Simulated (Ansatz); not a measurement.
# BP: energy against volume

BP (zinc blende, F-43m, 11.545 Å³/atom and stress up to 0.01 GPa in the relaxed cell, cube axes along x, y and z) under hydrostatic pressure, with the cell free. PBEsol in Ansatz, a plane-wave DFT program (PAW, default set), 420 eV, 13×13×13 Γ-centred mesh, Fermi-Dirac smearing 0.05 eV; ions are relaxed, or left where forces stay under 0.02 eV/Å, within the symmetry of each cell.

Here V stands for volume and E for E less E0.

```
volume (Å³/atom)  E less E0 (meV/atom)  pressure (GPa)
----------------  --------------------  --------------
11.6837                           0.87           -1.99
11.6126                           0.21           -0.99
11.5446                           0.00           -0.01
11.4840                           0.17            0.90
11.4056                           0.90            2.10
11.2556                           3.97            4.50
10.9980                          14.76            9.00
10.6924                              ?               ?
```

Q: Using the third-order Birch-Murnaghan form, a cubic in V^(-2/3), estimate the missing E at V = 10.6924 from the other rows, showing the fit.

A: With u = V^(-2/3) - 0.1972, the rows have u = -0.0029864, -0.0021944, -0.0014294, -0.0007413, 0.0001579, 0.0019075, 0.0050045. Least squares gives E = 0.729 + 1019.2·u + 356863·u² - 57190·u³. Residuals (row less fit): 0.001, -0.002, -0.001, 0.000, 0.001, -0.001, 0.000; standard error 0.002 (degrees of freedom: 3). Its minimum lies at u = -0.0014275, so V0 = (0.1957725)^(-3/2) = 11.54. There d²E/du² = 714200 and d³E/du³ = -343100, so B0 = (4/9) × 11.54^(-7/3) × 714200 × 0.160218 = 169 GPa (the last factor turns the table's units into GPa), and B0' = 4 + (2/3) × 0.1957725 × (-343100)/714200 = 3.9. B0' rests on the cubic coefficient alone and has a standard error of 0.1 from these residuals. At the withheld row, u = 0.0088392, so E = 0.729 + 1019.2 × 0.0088392 + 356863 × 0.0088392² - 57190 × 0.0088392³ = 37.581 meV/atom. The calculation gives 37.53 meV/atom, 0.051 meV/atom below the prediction (0.1 % of the range of E in the table). The row lies outside the fitted rows, so this is an extrapolation. The scatter of the fitted rows lies at the last printed digit.

Other structures, which can take over under pressure, weren't tried. The same form fitted to the pressure column gives B0' = 3.8; series where the two differ by over 0.4 aren't shown. Rows are the converged runs of the series near zero and its far end, less any whose ions stayed unrelaxed beside relaxed ones; series whose fitted rows scatter by over a few per cent of the range, as at a crossing or softening among them, aren't shown in this form.
